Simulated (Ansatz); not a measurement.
An Ansatz (a program for electronic structure) run: CdF2 with a change (isotropic strain +1.00 %); PBEsol (Ansatz; PAW; 420 eV plane waves; spin-orbit coupling left out).

Input:

Ansatz 0.2 input:
```yaml
crystal:
  lattice:
    - [0, 2.718897451, 2.718897451]
    - [2.718897451, 0, 2.718897451]
    - [2.718897451, 2.718897451, 0]
  atoms:
    - { symbol: Cd, position: [0, 0, 0] }
    - { symbol: F, position: [0.25, 0.25, 0.25] }
    - { symbol: F, position: [0.75, 0.75, 0.75] }
basis: { ecutwfc: 420, ecutrho_ratio: 4, xc_grid: 2, fft_grid_basis: typed }
kpoints: { mp_grid: { grid: [11, 11, 11] } }
hamiltonian:
  xc: pbesol
  dispersion: none
  pseudopotentials: { kind: paw }
scf: { occupations: { method: fermi_dirac, width: 0.05 }, convergence: { dr2_threshold: 0.0000000003 } }
relax: { f_tol: 0.005, max_steps: 50 }
output: { forces: true, stress: true }
checkpoint: { write: state.ck, write_every: 1000 }
```

Output:

```
Relaxation: its limit of steps is 50 (relax.max_steps)
WARN ansatz: RAYON_NUM_THREADS=1 ignored (pool sized by the plan → 1); use --threads N
Pseudopotentials: kind: paw
Pseudopotential: Cd, paw, valence charge 20
Pseudopotential: F, paw, valence charge 7
Functional definition: PBEsol
Crystal: 3 atoms, lattice volume = 40.198 Å³
Basis set: ecut = 420 eV, 749 PW (Γ), exchange–correlation on 54×54×54 points (8 copies of the dense FFT grid, shifted against one another)
Bands: 21, of which v1, the nominal top of the filled ones, is band 17 counted from 1 (16 counted from 0)
Symmetry: 48 space group operations
Space group: Fm-3m (ITA 225), of the structure as read, at distance tolerance 3.4e-5 Å
k-points: 56 of 1331
PAW frozen core: Cd, regenerated for the run's functional, and the local potential with it
PAW frozen core: F, regenerated for the run's functional, and the local potential with it
Initial density: superposition of atomic densities (neutral atoms: chi_scale 0, normalization atom), corrected by the library's trained network
Initial wavefunctions: pseudopotential atomic-orbital guess
Eigensolver: davidson
Functional: x = pbesol(κ = 0.804, μ = 0.12345679012345678), c = pbesol(β = 0.046)
SCF iter   1: F=—  HF=-9785.872392 eV  |F-HF|=—  |Δ(HF+E_count)|=         —  Δρ=1.66e-2  dr2=7.18e-2  ethr=1.77e-3  ⟨swp⟩=5.7  Hψ=4742  notcnv=0
all-band conjugate gradients solve this SCF's bands
preconditioner: auto → none
SCF iter   2: F=—  HF=-9785.856985 eV  |F-HF|=—  |Δ(HF+E_count)|=   1.54e-2  Δρ=8.43e-3  dr2=1.66e-2  ethr=2.11e-4  ⟨swp⟩=2.0  Hψ=2576  notcnv=0
SCF iter   3: F=—  HF=-9785.852073 eV  |F-HF|=—  |Δ(HF+E_count)|=   4.91e-3  Δρ=8.30e-4  dr2=1.52e-4  ethr=4.87e-5  ⟨swp⟩=2.0  Hψ=2086  notcnv=0
SCF iter   4: F=—  HF=-9785.852086 eV  |F-HF|=—  |Δ(HF+E_count)|=   1.37e-5  Δρ=3.81e-4  dr2=2.12e-5  ethr=4.48e-7  ⟨swp⟩=2.2  Hψ=1646  notcnv=0
SCF iter   5: F=—  HF=-9785.852133 eV  |F-HF|=—  |Δ(HF+E_count)|=   4.65e-5  Δρ=1.29e-5  dr2=2.45e-8  ethr=6.24e-8  ⟨swp⟩=2.4  Hψ=2148  notcnv=0
SCF iter   6: F=—  HF=-9785.852132 eV  |F-HF|=—  |Δ(HF+E_count)|=   8.72e-7  Δρ=2.88e-6  dr2=9.99e-10  ethr=7.20e-11  ⟨swp⟩=2.0  Hψ=1792  notcnv=0
SCF iter   7: F=-9785.852132 eV  HF=-9785.852132 eV  |F-HF|=1.27e-11  |Δ(HF+E_count)|=   4.05e-9  Δρ=8.81e-8  dr2=1.60e-12  ethr=1.00e-12  ⟨swp⟩=4.0  Hψ=3986  notcnv=0
SCF 1 converged in 7 iterations: F = -9785.852132 eV  dr2 = 1.60e-12
relax step   1: F+E_penalty+E_count = -9785.85213198 eV  Δ(F+E_penalty+E_count) = +0.000e0 eV  max|allowed force component| = 2.698e-18 eV/Å  Δτ_max = 0.0000 Å  (7 SCF iters, accepted)
the relaxation is at rest under the 48 symmetry operations that the run kept from its start: a minimum is not shown …
SCF converged after 7 iterations
Free energy (F): -9785.852132 eV
Harris-Foulkes:  -9785.852132 eV  (|F-HF|=1.27e-11)
Internal energy: -9785.852132 eV  (E = F + TS)
E sigma→0 (E₀):  -9785.852132 eV
Fermi energy:    7.425370 eV
--- Per-component energies (eV) ---
  E_band       = -497.313658
  E_kinetic    = 915.728436
  E_local      = -4288.129754  (includes V_loc(G=0)·N_el)
  E_nonlocal   = 187.837996
  E_hartree    = 1892.498809
  E_xc         = -330.735110
  E_vxc        = -421.246002  (∫ρ·V_xc dr)
  E_paw        = -4404.367805  (= ΣΔE_a)
  E_vpaw       = -676.506007  (= ΣTr[D̂ρ^β])
  E_aug_tail   = 0.004032  (compensation charges beyond the density's cutoff)
  E_ewald      = -3759.115580
  E_core_change = 0.426845  (= ΣΔE_core)
  E_smearing   = -0.000000  (= −TS)
  E_closure    = -0.000000  (closes the sum)
  Σ components = -9785.852132   (vs F -9785.852132, Δ=0.00e0)
  [band-id]    e_kinetic+e_local+e_nonlocal+2·e_hartree+e_vxc+e_vpaw+e_augmentation_tail = -497.313681   (vs E_band -497.313658, Δ=-2.33e-5)
--- Forces (eV/Å), atoms counted from 1 ---
  atom   1  Cd     0.00000000    -0.00000000    -0.00000000
  atom   2  F      0.00000000     0.00000000    -0.00000000
  atom   3  F     -0.00000000    -0.00000000    -0.00000000
  max |Σ_I F_I| component: 2.31e-18 eV/Å
--- Stress (GPa, compression-positive) ---
       -3.007455      -0.000000       0.000000
        0.000000      -3.007455      -0.000000
       -0.000000      -0.000000      -3.007455
  P = ⅓ Tr σ = -3.0075 GPa (-30.075 kbar)
  The stress holds the Pulay correction. Without it, at fixed plane waves, as pw.x and ABINIT print it: P = -3.6970 GPa
  The stress includes an estimate of the error left by incomplete SCF convergence (largest component 0.0000 GPa).
--- Band table ---
  band table: none
--- Relaxed structure (1 steps of the walk, 1 accepted, 0 SCFs on fresh bases) ---
  F+E_penalty+E_count = -9785.85213198 eV   max|allowed force component| = 2.698e-18 eV/Å
  atoms:
    - { symbol: Cd, position: [0.0, 0.0, 0.0] }
    - { symbol: F, position: [0.25, 0.25, 0.25] }
    - { symbol: F, position: [0.7500000000000001, 0.7500000000000001, 0.7500000000000001] }
```

Stability against distortions was not tested. The cell was made from CdF$_{2}$ in the fluorite structure (space group Fm-3m, No. 225) by this change: isotropic strain +1.00 %.
